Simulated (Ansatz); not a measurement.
Input and output of a self-consistent single point for TiSi2 (Cmcm, 6 atoms in the cell) (Ansatz, a first-principles code)

Method of the run: PBE (plane waves, PAW; Ansatz).

The input file:

Ansatz 0.2 input:
```yaml
# TiSi2
crystal:
  lattice:
    - [1.797759, -6.884327, 0.000000]
    - [1.797759, 6.884327, 0.000000]
    - [0.000000, 0.000000, 3.631126]
  atoms:
    - { symbol: Ti, position_ang: [1.797759, -5.464503, 2.723345] }
    - { symbol: Ti, position_ang: [1.797759, 5.464503, 0.907782] }
    - { symbol: Si, position_ang: [1.797759, -0.802024, 2.723345] }
    - { symbol: Si, position_ang: [1.797759, 0.802024, 0.907782] }
    - { symbol: Si, position_ang: [1.797759, 3.446432, 2.723345] }
    - { symbol: Si, position_ang: [1.797759, -3.446432, 0.907782] }
kpoints:
  mp_grid: { grid: [7, 7, 7] }
hamiltonian:
  xc: pbe
  pseudopotentials: { kind: paw }
scf:
  occupations: { method: fermi_dirac, width: 0.0073 Ry }
output:
  forces: true
  eigenvalues: true
  stress: true
```

The program printed (abridged):

```
WARN basis.ecutwfc = 420 eV, the default
WARN ansatz: RAYON_NUM_THREADS=1 ignored (pool sized by the plan → 1); use --threads N
Pseudopotentials: kind: paw
Pseudopotential: Ti, paw, valence charge 12
Pseudopotential: Si, paw, valence charge 4
Crystal: 6 atoms, lattice volume = 89.880 Å³
Basis set: ecut = 420 eV, 1733 PW (Γ), exchange–correlation on 96×96×50 points (8 copies of the dense FFT grid, shifted against one another)
Bands: 26, of which v1, the nominal top of the filled ones, is band 20 counted from 1 (19 counted from 0)
Symmetry: 8 space group operations
Space group: Cmcm (ITA 63), of the structure as read, at distance tolerance 4.5e-5 Å
k-points: 64 of 343
Initial density: superposition of atomic densities (neutral atoms: chi_scale 0, normalization atom), corrected by the library's trained network
Initial wavefunctions: pseudopotential atomic-orbital guess
Eigensolver: davidson
Functional: x = pbe(κ = 0.804, μ = 0.2195149727645171), c = pbe(β = 0.06672455060314922)
SCF iter   1: F=—  HF=-7545.932586 eV  |F-HF|=—  |Δ(HF+E_count)|=         —  Δρ=5.61e-3  dr2=4.36e-2  ethr=1.77e-3  ⟨swp⟩=6.2  Hψ=8264  notcnv=0
all-band conjugate gradients solve this SCF's bands
preconditioner: auto → Kerker (q_TF=auto, 2.384 Å⁻¹)
SCF iter   2: F=—  HF=-7545.927622 eV  |F-HF|=—  |Δ(HF+E_count)|=   4.96e-3  Δρ=2.11e-3  dr2=6.36e-3  ethr=1.09e-4  ⟨swp⟩=1.4  Hψ=2230  notcnv=0
SCF iter   3: F=—  HF=-7545.927178 eV  |F-HF|=—  |Δ(HF+E_count)|=   4.44e-4  Δρ=5.75e-4  dr2=5.63e-4  ethr=1.59e-5  ⟨swp⟩=2.0  Hψ=1882  notcnv=0
SCF iter   4: F=—  HF=-7545.927146 eV  |F-HF|=—  |Δ(HF+E_count)|=   3.15e-5  Δρ=1.19e-4  dr2=2.60e-5  ethr=1.41e-6  ⟨swp⟩=2.1  Hψ=1991  notcnv=0
SCF iter   5: F=—  HF=-7545.927114 eV  |F-HF|=—  |Δ(HF+E_count)|=   3.18e-5  Δρ=2.60e-5  dr2=1.02e-6  ethr=6.50e-8  ⟨swp⟩=2.0  Hψ=2224  notcnv=0
SCF iter   6: F=-7545.927114 eV  HF=-7545.927114 eV  |F-HF|=2.12e-8  |Δ(HF+E_count)|=   1.02e-8  Δρ=5.69e-6  dr2=4.01e-8  ethr=2.50e-10  ⟨swp⟩=6.2  Hψ=6990  notcnv=0
SCF 1 converged in 6 iterations: F = -7545.927114 eV  dr2 = 4.01e-8
SCF converged after 6 iterations
Free energy (F): -7545.927114 eV
Harris-Foulkes:  -7545.927114 eV  (|F-HF|=2.12e-8)
Internal energy: -7545.868830 eV  (E = F + TS)
E sigma→0 (E₀):  -7545.897972 eV
Entropy (-TS):   -0.058284 eV (-9.714 meV/atom)
Fermi energy:    12.141572 eV
--- Per-component energies (eV) ---
  E_band       = -254.633501
  E_kinetic    = 712.958513
  E_local      = -2128.464057  (includes V_loc(G=0)·N_el)
  E_nonlocal   = 117.719178
  E_hartree    = 916.355995
  E_xc         = -420.440064
  E_vxc        = -437.467887  (∫ρ·V_xc dr)
  E_paw        = -4146.233586  (= ΣΔE_a)
  E_vpaw       = -352.087990  (= ΣTr[D̂ρ^β])
  E_aug_tail   = 0.000273  (compensation charges beyond the density's cutoff)
  E_ewald      = -2597.765080
  E_smearing   = -0.058284  (= −TS)
  E_closure    = 0.000000  (closes the sum)
  Σ components = -7545.927114   (vs F -7545.927114, Δ=0.00e0)
--- Forces (eV/Å), atoms counted from 1 ---
  atom   1  Ti     0.00000000     0.13148170     0.00000000
  atom   2  Ti     0.00000000    -0.13148170     0.00000000
  atom   3  Si     0.00000000    -0.01826754     0.00000000
  atom   4  Si     0.00000000     0.01826754     0.00000000
  atom   5  Si     0.00000000     0.00327657     0.00000000
  atom   6  Si     0.00000000    -0.00327657     0.00000000
  max |Σ_I F_I| component: 0.00e0 eV/Å
--- Stress (GPa, compression-positive) ---
       -5.166285       0.000000       0.000000
        0.000000      -4.603803       0.000000
        0.000000       0.000000      -5.951225
  P = ⅓ Tr σ = -5.2404 GPa (-52.404 kbar)
  The stress holds the Pulay correction. Without it, at fixed plane waves, as pw.x and ABINIT print it: P = -5.2646 GPa
--- Band table (eV; the first three rows and the last of 64) ---
  k-point 0: bands = ["-44.7899", "-44.7828", "-21.1187", "-21.0928", "-21.0826", "-21.0802", "-21.0590", "-21.0486", "-0.5578", "1.5123", "3.8660", "8.8345", "9.1959", "9.3582", "9.6126", "9.7509", "10.0817", "10.1222", "10.1527", "12.5986", [...]
  k-point 1: bands = ["-44.7890", "-44.7826", "-21.1165", "-21.0915", "-21.0912", "-21.0823", "-21.0672", "-21.0484", "-0.3261", "1.7109", "4.0644", "7.0970", "8.1606", "9.4890", "9.6610", "10.1046", "10.2131", "10.2166", "10.8172", "12.1813", [...]
  k-point 2: bands = ["-44.7869", "-44.7825", "-21.1168", "-21.1128", "-21.0882", "-21.0818", "-21.0788", "-21.0522", "0.3584", "2.3027", "4.2860", "5.4459", "6.3995", "8.8819", "9.7910", "10.0399", "10.4332", "10.4657", "11.6945", "11.9360", [...]
  k-point 63: bands = ["-44.7845", "-44.7830", "-21.1297", "-21.1288", "-21.0847", "-21.0822", "-21.0710", "-21.0609", "1.8523", "2.4266", "3.3360", "3.8525", "7.8307", "8.7691", "8.9814", "9.7033", "10.0872", "10.3506", "10.9316", "11.8237", [...]
```

The run converged in 6 iterations.

The starting cell comes from a database of computed structures (which also holds hypothetical and non-ambient phases and stackings), without a prior relaxation at this level. Its lattice was rescaled by a random factor within 2.5 % of one. Spin polarisation is off. With a pressure of about -5 GPa the cell is away from its equilibrium volume at this level. Ansatz's pressure includes its estimate of the finite-basis (Pulay) stress.
